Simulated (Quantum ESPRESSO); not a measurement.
A self-consistent single point of ZrNbO4 (C2/c, 12 atoms in the cell) with Quantum ESPRESSO.

Method: Wu-Cohen GGA, GBRV 1.5 ultrasoft (PBE) pseudopotentials (plane waves; Quantum ESPRESSO).

```
ZrNbO4
1.0
    3.47726    -5.32184     0.00000
    3.47726     5.32184     0.00000
   -3.47181     0.00000     3.79409
Zr Nb O
2 2 8
Direct
  0.36844   0.63156   0.75000
  0.63156   0.36844   0.25000
  0.89700   0.10300   0.75000
  0.10300   0.89700   0.25000
  0.70920   0.77018   0.25859
  0.29080   0.22982   0.74141
  0.22982   0.29080   0.24141
  0.77018   0.70920   0.75859
  0.04407   0.61673   0.35468
  0.95593   0.38327   0.64532
  0.38327   0.95593   0.14532
  0.61673   0.04407   0.85468
```
Moments meant for the start (each program seeds them in its own way; μB, in the order of the atoms Zr Zr Nb Nb O O O O O O O O): 0.0 0.0 1.0 1.0 0.0 0.0 0.0 0.0 0.0 0.0 0.0 0.0.

Reference input (self-consistent single point, DFT, PBEsol, plane waves, GBRV 1.5 ultrasoft (PBESOL) pseudopotentials): ecutwfc = 40 Ry; ecutrho = 320 Ry; occupations = smearing; smearing = methfessel-paxton; degauss = 0.0036749 Ry; nspin = 2; potentials = {Zr: zr_pbesol_v1.uspp.F.UPF, Nb: nb_pbesol_v1.uspp.F.UPF, O: o_pbesol_v1.2.uspp.F.UPF}; K_POINTS = automatic 4 4 5 0 0 0; conv_thr = 1e-11 Ry; mixing_beta = 0.3. This run's input differs from it in these lines:

```diff
@@ -19,2 +19,3 @@
    starting_magnetization(2) = 0.077,
+   input_dft = 'wc',
 /
@@ -25,5 +26,5 @@
 ATOMIC_SPECIES
-Zr    91.2240  zr_pbesol_v1.uspp.F.UPF
-Nb    92.9064  nb_pbesol_v1.uspp.F.UPF
-O     15.9990  o_pbesol_v1.2.uspp.F.UPF
+Zr    91.2240  zr_pbe_v1.uspp.F.UPF
+Nb    92.9064  nb_pbe_v1.uspp.F.UPF
+O     15.9990  o_pbe_v1.2.uspp.F.UPF
 ATOMIC_POSITIONS {crystal}
```

The program printed (abridged):

```
     Self-consistent Calculation

     iteration #  1     ecut=    40.00 Ry     beta= 0.30

     negative rho (up, down):  6.198E-02 6.204E-02

     total energy              =    -692.07835349 Ry
     estimated scf accuracy    <       5.75478769 Ry

     total magnetization       =     0.30 Bohr mag/cell
     absolute magnetization    =     0.39 Bohr mag/cell

     iteration #  2     ecut=    40.00 Ry     beta= 0.30

     negative rho (up, down):  6.287E-02 6.295E-02

     total energy              =    -693.20079276 Ry
     estimated scf accuracy    <       0.39512037 Ry

     total magnetization       =     1.69 Bohr mag/cell
   [... lines left out ...]
     atom   2 (R=0.140)  charge=  7.6854  magn=  0.0522
     atom   3 (R=0.129)  charge=  8.0397  magn=  0.4118
     atom   4 (R=0.129)  charge=  8.0397  magn=  0.4118
     atom   5 (R=0.129)  charge=  5.4719  magn=  0.0114
     atom   6 (R=0.129)  charge=  5.4719  magn=  0.0114
     atom   7 (R=0.129)  charge=  5.4719  magn=  0.0114
     atom   8 (R=0.129)  charge=  5.4719  magn=  0.0114
     atom   9 (R=0.129)  charge=  5.4779  magn=  0.0074
     atom  10 (R=0.129)  charge=  5.4779  magn=  0.0074
     atom  11 (R=0.129)  charge=  5.4779  magn=  0.0074
     atom  12 (R=0.129)  charge=  5.4779  magn=  0.0074
     End of self-consistent calculation

     the Fermi energy is    13.9151 ev

!    total energy              =    -693.27207025 Ry
     estimated scf accuracy    <          7.0E-12 Ry
     smearing contrib. (-TS)   =       0.00003138 Ry
     internal energy E=F+TS    =    -693.27210163 Ry

     total magnetization       =     1.98 Bohr mag/cell
     absolute magnetization    =     2.07 Bohr mag/cell

     convergence has been achieved in  18 iterations

     negative rho (up, down):  6.492E-02 6.544E-02

     Forces acting on atoms (cartesian axes, Ry/au):

     atom    1 type  1   force =     0.00000000    0.00426471    0.00000000
     atom    2 type  1   force =     0.00000000   -0.00426471    0.00000000
     atom    3 type  2   force =     0.00000000   -0.00821045    0.00000000
   [... lines left out ...]
     Total force =     0.027183     Total SCF correction =     0.000006
   [... lines left out ...]

     negative rho (up, down):  6.492E-02 6.544E-02
          total   stress  (Ry/bohr**3)                   (kbar)     P=      -98.67
  -0.00070554  -0.00000000   0.00002979         -103.79       -0.00        4.38
  -0.00000000  -0.00064801  -0.00000000           -0.00      -95.33       -0.00
   0.00002979  -0.00000000  -0.00065872            4.38       -0.00      -96.90

   JOB DONE.
```

The run converged in 18 iterations. Against the reference run the pressure goes from -10.92 to -9.87 GPa, the largest force goes from 0.284 to 0.230 eV/Å and the size of the net moment stays at 0.17 μB/atom.

The starting cell comes from a database of computed structures (which also holds hypothetical and non-ambient phases and stackings), without a prior relaxation at this level. Its lattice was rescaled by a random factor within 2.5 % of one. The magnetic order is the one reached from the typed start; others were not searched systematically. With a pressure of about -10 GPa the cell is away from its equilibrium volume at this level.

Cost on one core of a shared machine: roughly 10 min.
